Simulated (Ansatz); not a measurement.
LiNbO3 (R-3c, No. 167, 10 atoms in the cell; start COD 2101178; high-temperature phase) was calculated with r²SCAN (Ansatz, a first-principles code, PAW).

Numerical settings: plane-wave cutoff 560 eV, 8×8×8 k mesh, Fermi–Dirac smearing 0.01 eV, no spin polarisation, scalar-relativistic PAW data made under PBE.

Cell (relaxed at this level):

```yaml
crystal:
  lattice:
    - [2.59229, 1.49666, 4.56301]
    - [-2.59229, 1.49666, 4.56301]
    - [0.00000, -2.99332, 4.56301]
  atoms:
    - { symbol: Nb, position: [0.50000, 0.50000, 0.50000] }
    - { symbol: Nb, position: [0.00000, 0.00000, 0.00000] }
    - { symbol: O, position: [0.62847, 0.25000, 0.87153] }
    - { symbol: O, position: [0.37153, 0.75000, 0.12847] }
    - { symbol: O, position: [0.25000, 0.87153, 0.62847] }
    - { symbol: O, position: [0.75000, 0.12847, 0.37153] }
    - { symbol: O, position: [0.87153, 0.62847, 0.25000] }
    - { symbol: O, position: [0.12847, 0.37153, 0.75000] }
    - { symbol: Li, position: [0.75000, 0.75000, 0.75000] }
    - { symbol: Li, position: [0.25000, 0.25000, 0.25000] }
```

**Question.** What does this level give for the band gap and smallest direct gap on the k points sampled?

**Answer.** 
* **band gap**: 2.97 eV
* **smallest direct gap on the k points sampled**: 3.09 eV

Note: held by symmetry at 0 K, a high-temperature phase can be a saddle point.

Spin–orbit coupling is not included.
